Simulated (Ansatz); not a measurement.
Consider SiO$_{2}$ (space group P3_121, No. 152; a = 5.0221 Å, c = 5.5103 Å). Axes: x lies along a and z along c of the hexagonal cell.

The values are results of PBE (Ansatz, a quantum-chemistry and plane-wave program), without spin-orbit coupling, not measurements.

For the base:

| Item | Result |
|---|---|
| Band gap | 5.68 eV |

One thing is altered: compressive biaxial strain of 1.25 % in the plane normal to [001], as in epitaxy on a mismatched substrate; the out-of-plane cell vector and the atoms relax.

Q: What does the calculation give for the band gap after the change?

A: The band gap increases by 0.06 eV (5.68 eV → 5.74 eV).

Q: What does the calculation give for the out-of-plane strain after the change?

A: The out-of-plane strain amounts to +0.27 %.

No phonon test of stability was made.
